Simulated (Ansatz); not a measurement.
Electronic density of states of amorphous In9Ga9Zn9O38Hf, density 5.99 g/cm³, on a 2×2×2 Γ-centred mesh with a Gaussian width of 0.1 eV; energies count from the Fermi level, whose place inside the gap is arbitrary. Cell and mesh are small, so fine structure isn't converged. Method: PBE, scalar-relativistic without spin-orbit coupling (plane waves to 420 eV, PAW; Ansatz, a first-principles code). Sampling: a 2×2×2 Γ-centred mesh; Fermi-Dirac width 0.02 eV; no spin polarisation. At PBE the levels at the filled edge of the gap are localised (band-tail or defect states).

It comes from a melt-quench run on a machine-learned potential (CHGNet), relaxed afterwards by DFT. O atoms were pushed apart under 1.9 Å during the dynamics, to hinder bonds among them. The hot cell started wider than the set density and was brought back towards it in steps. It is the lowest in DFT energy of 2 quenches. It is a model cell: composition and starting density were chosen by hand, and all elements were melted together. No dispersion term was used. Its density started from a set value of 6.05 and ended at 5.99 g/cm³. The simulated quench (nominally 320 K/ps over its main leg) is rapid and tends to freeze in more defects than a deposited or slowly cooled glass has. A cell of this size samples the disorder only roughly. Volume and shape were free in the relaxation.

| E - EF (eV) | states/(eV atom) |
|---|---|
| -12.00 | 0.01 |
| -11.90 | 0.00 |
| -11.80 | 0.00 |
| -11.70 | 0.00 |
| -11.60 | 0.00 |
| -11.50 | 0.00 |
| -11.40 | 0.04 |
| -11.30 | 0.46 |
| -11.20 | 1.08 |
| -11.10 | 0.51 |
| -11.00 | 0.05 |
| -10.90 | 0.00 |
| -10.80 | 0.00 |
| -10.70 | 0.00 |
| -10.60 | 0.00 |
| -10.50 | 0.00 |
| -10.40 | 0.00 |
| -10.30 | 0.00 |
| -10.20 | 0.00 |
| -10.10 | 0.00 |
| -10.00 | 0.00 |
| -9.90 | 0.00 |
| -9.80 | 0.00 |
| -9.70 | 0.00 |
| -9.60 | 0.00 |
| -9.50 | 0.00 |
| -9.40 | 0.00 |
| -9.30 | 0.00 |
| -9.20 | 0.00 |
| -9.10 | 0.00 |
| -9.00 | 0.00 |
| -8.90 | 0.00 |
| -8.80 | 0.00 |
| -8.70 | 0.00 |
| -8.60 | 0.00 |
| -8.50 | 0.00 |
| -8.40 | 0.00 |
| -8.30 | 0.00 |
| -8.20 | 0.00 |
| -8.10 | 0.00 |
| -8.00 | 0.00 |
| -7.90 | 0.00 |
| -7.80 | 0.00 |
| -7.70 | 0.00 |
| -7.60 | 0.00 |
| -7.50 | 0.00 |
| -7.40 | 0.00 |
| -7.30 | 0.02 |
| -7.20 | 0.11 |
| -7.10 | 0.18 |
| -7.00 | 0.20 |
| -6.90 | 0.21 |
| -6.80 | 0.19 |
| -6.70 | 0.22 |
| -6.60 | 0.26 |
| -6.50 | 0.30 |
| -6.40 | 0.34 |
| -6.30 | 0.44 |
| -6.20 | 0.49 |
| -6.10 | 0.58 |
| -6.00 | 0.69 |
| -5.90 | 0.78 |
| -5.80 | 0.88 |
| -5.70 | 1.05 |
| -5.60 | 1.12 |
| -5.50 | 1.06 |
| -5.40 | 1.12 |
| -5.30 | 1.30 |
| -5.20 | 1.41 |
| -5.10 | 1.32 |
| -5.00 | 1.17 |
| -4.90 | 1.07 |
| -4.80 | 0.92 |
| -4.70 | 0.80 |
| -4.60 | 0.68 |
| -4.50 | 0.65 |
| -4.40 | 0.62 |
| -4.30 | 0.64 |
| -4.20 | 0.72 |
| -4.10 | 0.66 |
| -4.00 | 0.60 |
| -3.90 | 0.60 |
| -3.80 | 0.59 |
| -3.70 | 0.59 |
| -3.60 | 0.64 |
| -3.50 | 0.65 |
| -3.40 | 0.62 |
| -3.30 | 0.67 |
| -3.20 | 0.69 |
| -3.10 | 0.68 |
| -3.00 | 0.62 |
| -2.90 | 0.67 |
| -2.80 | 0.72 |
| -2.70 | 0.72 |
| -2.60 | 0.67 |
| -2.50 | 0.71 |
| -2.40 | 0.74 |
| -2.30 | 0.73 |
| -2.20 | 0.70 |
| -2.10 | 0.71 |
| -2.00 | 0.80 |
| -1.90 | 0.90 |
| -1.80 | 0.86 |
| -1.70 | 0.84 |
| -1.60 | 0.87 |
| -1.50 | 0.87 |
| -1.40 | 0.89 |
| -1.30 | 0.97 |
| -1.20 | 0.99 |
| -1.10 | 0.90 |
| -1.00 | 0.82 |
| -0.90 | 0.76 |
| -0.80 | 0.72 |
| -0.70 | 0.60 |
| -0.60 | 0.47 |
| -0.50 | 0.29 |
| -0.40 | 0.11 |
| -0.30 | 0.01 |
| -0.20 | 0.00 |
| -0.10 | 0.00 |
| 0.00 | 0.00 |
| 0.10 | 0.00 |
| 0.20 | 0.00 |
| 0.30 | 0.00 |
| 0.40 | 0.02 |
| 0.50 | 0.01 |
| 0.60 | 0.00 |
| 0.70 | 0.00 |
| 0.80 | 0.00 |
| 0.90 | 0.00 |
| 1.00 | 0.00 |
| 1.10 | 0.00 |
| 1.20 | 0.00 |
| 1.30 | 0.00 |
| 1.40 | 0.00 |
| 1.50 | 0.02 |
| 1.60 | 0.06 |
| 1.70 | 0.08 |
| 1.80 | 0.05 |
| 1.90 | 0.01 |
| 2.00 | 0.01 |
| 2.10 | 0.04 |
| 2.20 | 0.07 |
| 2.30 | 0.10 |
| 2.40 | 0.11 |
| 2.50 | 0.07 |
| 2.60 | 0.05 |
| 2.70 | 0.07 |
| 2.80 | 0.06 |
| 2.90 | 0.05 |
| 3.00 | 0.06 |
| 3.10 | 0.08 |
| 3.20 | 0.12 |
| 3.30 | 0.13 |
| 3.40 | 0.10 |
| 3.50 | 0.14 |
| 3.60 | 0.18 |
| 3.70 | 0.21 |
| 3.80 | 0.22 |
| 3.90 | 0.20 |
| 4.00 | 0.21 |
| 4.10 | 0.23 |
| 4.20 | 0.29 |
| 4.30 | 0.29 |
| 4.40 | 0.29 |
| 4.50 | 0.30 |
| 4.60 | 0.31 |
| 4.70 | 0.30 |
| 4.80 | 0.34 |
| 4.90 | 0.32 |
| 5.00 | 0.33 |
| 5.10 | 0.34 |
| 5.20 | 0.27 |
| 5.30 | 0.29 |
| 5.40 | 0.35 |
| 5.50 | 0.31 |
| 5.60 | 0.27 |
| 5.70 | 0.28 |
| 5.80 | 0.36 |
| 5.90 | 0.38 |
| 6.00 | 0.31 |
| 6.10 | 0.26 |
| 6.20 | 0.28 |
| 6.30 | 0.30 |
| 6.40 | 0.28 |
| 6.50 | 0.27 |
| 6.60 | 0.34 |
| 6.70 | 0.35 |
| 6.80 | 0.34 |
| 6.90 | 0.32 |
| 7.00 | 0.25 |
| 7.10 | 0.27 |
| 7.20 | 0.31 |
| 7.30 | 0.30 |
| 7.40 | 0.31 |
| 7.50 | 0.34 |
| 7.60 | 0.36 |

The level gap on this mesh is 0.89 eV; the broadening fills part of it in the curve.
